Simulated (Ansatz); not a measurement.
Base system: GaAs in the zinc blende structure (space group F-43m, No. 216).

```yaml
crystal:
  lattice:
    - [0.00000, 2.83335, 2.83335]
    - [2.83335, 0.00000, 2.83335]
    - [2.83335, 2.83335, 0.00000]
  atoms:
    - { symbol: As, position: [0.75000, 0.75000, 0.75000] }
    - { symbol: Ga, position: [0.00000, 0.00000, 0.00000] }
```

Method: r2SCAN/PAW in Ansatz (a first-principles code), scalar-relativistic without spin-orbit coupling.

Base values:

```
Quantity              Result
-------------------  -------
Lattice parameter a  5.667 Å
```

Now apply this change: cell and atoms relaxed at a pressure of 4.2 GPa.

Task: Estimate the effect on the lattice parameter a.

Result: The lattice parameter a shrinks by 0.097 Å to 5.570 Å.

Load acts through the strain it causes; cell and atoms are relaxed under it. Stability against distortions was not tested. Tetrahedral semiconductors of this kind turn to denser phases somewhere between about 1 and 50 GPa; those were not computed, so compressed cells here can lie past the real transition.
